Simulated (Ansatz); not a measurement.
## Ca₃BiN (Pm-3m, No. 221, 5 atoms in the cell; start mp-31149)

The numbers are results of PBEsol (plane waves, PAW; Ansatz, a quantum-chemistry and plane-wave program), not measurements.

Numerical settings: plane-wave cutoff 500 eV, 8×8×8 k mesh, Fermi–Dirac smearing 0.05 eV, scalar-relativistic PAW data made under PBE.

Cell (relaxed at this level):

```yaml
crystal:
  lattice:
    - [4.84428, 0.00000, 0.00000]
    - [0.00000, 4.84428, 0.00000]
    - [0.00000, 0.00000, 4.84428]
  atoms:
    - { symbol: Ca, position: [0.50000, 0.00000, 0.50000] }
    - { symbol: Ca, position: [0.00000, 0.50000, 0.50000] }
    - { symbol: Ca, position: [0.50000, 0.50000, 0.00000] }
    - { symbol: Bi, position: [0.00000, 0.00000, 0.00000] }
    - { symbol: N, position: [0.50000, 0.50000, 0.50000] }
```

```yaml
band_gap: 0.31 eV (on the SCF k mesh)
```

Note: the relaxation could not lower the start's symmetry, so the cell can be a saddle point above a distorted one.

Spin–orbit coupling is not included; with these elements it can move the gap by several tenths of an eV or more.

Computed values are for the static lattice.

A start named mp-… is a Materials Project structure, which need not be a measured phase.
